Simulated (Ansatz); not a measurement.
Consider C in the graphite type structure (space group P6_3/mmc, No. 194; layered, stacked along the Cartesian z axis).

```yaml
crystal:
  lattice:
    - [2.45828, 0.00000, 0.00000]
    - [-1.22914, 2.12893, 0.00000]
    - [0.00000, 0.00000, 6.56348]
  atoms:
    - { symbol: C, position: [0.00000, 0.00000, 0.25000] }
    - { symbol: C, position: [0.00000, 0.00000, 0.75000] }
    - { symbol: C, position: [0.33333, 0.66667, 0.25000] }
    - { symbol: C, position: [0.66667, 0.33333, 0.75000] }
```

Cartesian axes are those of the cell as printed.

Computed with PBEsol-D3(BJ)/PAW in Ansatz (an electronic-structure program), spin-orbit coupling left out.

Strains are applied to the cell and any free atomic positions relax; under stress the whole cell relaxes.

One change was made to it. Results:

```csv
quantity,base,after
shortest interatomic distance,1.419 Å,1.398 Å
energy relative to the base (free energy F),0 meV/atom,+14 meV/atom
```

**Question.** Name the change that was made.
A) uniaxial stress, 2 GPa tension along z
B) strain tensor (xx, yy, zz, yz, xz, xy) = (+0.36, −1.90, −0.09, −0.50, +0.63, +0.86) %
C) strain tensor (xx, yy, zz, yz, xz, xy) = (+0.73, +0.21, +1.23, −0.61, −0.20, +0.44) %

**Answer.** B, strain tensor (xx, yy, zz, yz, xz, xy) = (+0.36, −1.90, −0.09, −0.50, +0.63, +0.86) %. For comparison, the energy relative to the base in the other runs: uniaxial stress, 2 GPa tension along z gives +9.2 meV/atom; strain tensor (xx, yy, zz, yz, xz, xy) = (+0.73, +0.21, +1.23, −0.61, −0.20, +0.44) % gives +2.9 meV/atom.

A case with no gap was solved on a k-mesh chosen for an insulator, which is coarse for it. Beyond what the load breaks, stability against distortions was not tested.
